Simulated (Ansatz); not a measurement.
SnC (model structure, started from the rocksalt type, Fm-3m, No. 225, 2 atoms in the cell), treated with PBE in Ansatz (PAW).

Numerical settings: plane-wave cutoff 520 eV, 20×20×20 k mesh, Fermi–Dirac smearing 0.05 eV, scalar-relativistic PAW data made under PBE.

Cell (relaxed at this level):

```
CELL_PARAMETERS angstrom
      0.00000     2.39989     2.39989
      2.39989     0.00000     2.39989
      2.39989     2.39989     0.00000
ATOMIC_POSITIONS crystal
  C  0.00000 0.00000 0.00000
  Sn 0.50000 0.50000 0.50000
```

Give the computed bulk modulus B0.


bulk modulus B0: 132 GPa

The run finds no gap.

Note: the bulk modulus is −V dP/dV from two relaxed cells at ±2 % in volume; the relaxation could raise the start's symmetry but not lower it, so the cell can be a saddle point.

Spin–orbit coupling is not included; it can open a gap where bands touch, and shift volumes and moduli.

Static lattice: no zero-point or thermal effects.

Computing time: roughly 50 core-seconds.

A model structure was made by putting elements into a prototype or built by hand; it is no filed structure, need not be a known phase, and can be a saddle point held by its symmetry.

Ansatz is an electronic-structure program.
